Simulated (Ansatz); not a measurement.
The reference is EuO in the rock salt structure (space group Fm-3m, No. 225; a = 4.9655 Å; ferromagnetic).

Level of theory: PBEsol (Ansatz, a quantum-chemistry and plane-wave program; PAW; 420 eV plane waves; spin-orbit coupling left out).

For the base:

The shortest interatomic distance is 2.483 Å.

One thing is altered: the non-magnetic state is imposed and the cell is relaxed again.

**Question.** Predict the new shortest interatomic distance and energy relative to the base.

**Answer.** The shortest interatomic distance drops by 0.103 Å, from 2.483 Å to 2.380 Å; the energy rises by 3.19 eV/atom (to 0.01 eV only: unlike meshes or grids).

Other magnetic orders, which the real material may have, were not ruled out. The state of the 4f shell was not checked for lower solutions. Whether these cells are dynamically stable was not tested. No Hubbard U is applied, and correlation can decide whether such a compound is a metal. Spin-polarised in the final run: base; the other runs are not.
